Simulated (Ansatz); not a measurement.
All values below come from PBE (plane waves to 420 eV, PAW; Ansatz, a first-principles code).

Planar average of the electrostatic potential across the slab, in eV from the Fermi level, for a constructed model of the (111) surface of fcc Cu, a layer of Ga in place of the second plane (bottom of the slab: a bare face, its two planes held):

| z (Å) | V (eV) |
|---|---|
| 3.83 | 4.80 |
| 4.12 | 4.80 |
| 4.42 | 4.80 |
| 4.71 | 4.80 |
| 5.01 | 4.79 |
| 5.30 | 4.77 |
| 5.59 | 4.73 |
| 5.89 | 4.65 |
| 6.18 | 4.47 |
| 6.48 | 4.10 |
| 6.77 | 3.31 |
| 7.07 | 1.60 |
| 7.36 | -3.30 |
| 7.66 | -11.58 |
| 7.95 | -16.62 |
| 8.24 | -16.09 |
| 8.54 | -10.15 |
| 8.83 | -2.43 |
| 9.13 | 0.11 |
| 9.42 | -2.99 |
| 9.72 | -10.90 |
| 10.01 | -16.50 |
| 10.31 | -16.63 |
| 10.60 | -11.27 |
| 10.89 | -3.32 |
| 11.19 | -0.01 |
| 11.48 | -2.54 |
| 11.78 | -10.29 |
| 12.07 | -16.29 |
| 12.37 | -16.88 |
| 12.66 | -11.92 |
| 12.96 | -3.88 |
| 13.25 | -0.02 |
| 13.54 | -1.88 |
| 13.84 | -9.32 |
| 14.13 | -15.92 |
| 14.43 | -17.25 |
| 14.72 | -13.05 |
| 15.02 | -5.14 |
| 15.31 | -0.55 |
| 15.61 | -1.07 |
| 15.90 | -5.43 |
| 16.19 | -10.11 |
| 16.49 | -12.43 |
| 16.78 | -12.30 |
| 17.08 | -9.69 |
| 17.37 | -4.79 |
| 17.67 | -0.72 |
| 17.96 | -0.55 |
| 18.26 | -5.75 |
| 18.55 | -13.48 |
| 18.84 | -17.06 |
| 19.14 | -15.05 |
| 19.43 | -7.87 |
| 19.73 | -0.33 |
| 20.02 | 2.72 |
| 20.32 | 3.95 |
| 20.61 | 4.52 |
| 20.91 | 4.79 |
| 21.20 | 4.91 |
| 21.49 | 4.96 |
| 21.79 | 4.99 |
| 22.08 | 5.00 |
| 22.38 | 5.01 |
| 22.67 | 5.01 |
| 22.97 | 5.01 |
| 23.26 | 5.01 |

Set-up: 6 atoms, 10.4 Å thick at the start with caps and adatoms (thin: gaps and levels are the slab's own); mesh 17x17x1; 0.1 eV smearing; dipole correction on; 2 atoms held, the rest relaxed; start symmetry kept, larger cells not searched; no spin, no spin-orbit, no U. It is one candidate, not shown to be the stable structure of the face.

The vacuum level lies 5.01 eV above the Fermi level over the top face and 4.80 eV above it under the bottom face.
